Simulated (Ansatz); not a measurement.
An Ansatz (a quantum-chemistry and plane-wave program) input (Ansatz, PBEsol, PAW, cutoff 420 eV, spin-orbit coupling left out):

Ansatz 0.2 input:
```yaml
crystal:
  lattice:
    - [0, 2.2940185248, 2.2940185248]
    - [2.2940185248, 0, 2.2940185248]
    - [2.2940185248, 2.2940185248, 0]
  atoms:
    - { symbol: Ga, position: [0, 0, 0] }
    - { symbol: N, position: [0.25, 0.25, 0.25] }
basis: { ecutwfc: 420, ecutrho_ratio: 4, xc_grid: 2, fft_grid_basis: typed }
kpoints: { mp_grid: { grid: [13, 13, 13] } }
hamiltonian:
  xc: pbesol
  dispersion: none
  pseudopotentials: { kind: paw }
scf: { occupations: { method: fermi_dirac, width: 0.05 }, convergence: { dr2_threshold: 0.0000000002 } }
relax: { f_tol: 0.005, max_steps: 50 }
output: { forces: true, stress: true }
checkpoint: { write: state.ck, write_every: 1000 }
```

Task: Which symmetry and how many k-points will the program report, and about how many plane waves at Γ?

Result: Space group F-43m (ITA 216) with 24 operations, k-points 84 of 2197, and 459 plane waves at Γ.

Task: And the final pressure?

Result: -9.81 GPa (compression positive).

The cells carry an imposed strain or load. Whether these cells are dynamically stable was not tested. The cell was made from GaN in the zinc blende structure (space group F-43m, No. 216) by this change: isotropic strain +2.00 %. This is not the structure that GaN has at room temperature and ambient pressure.
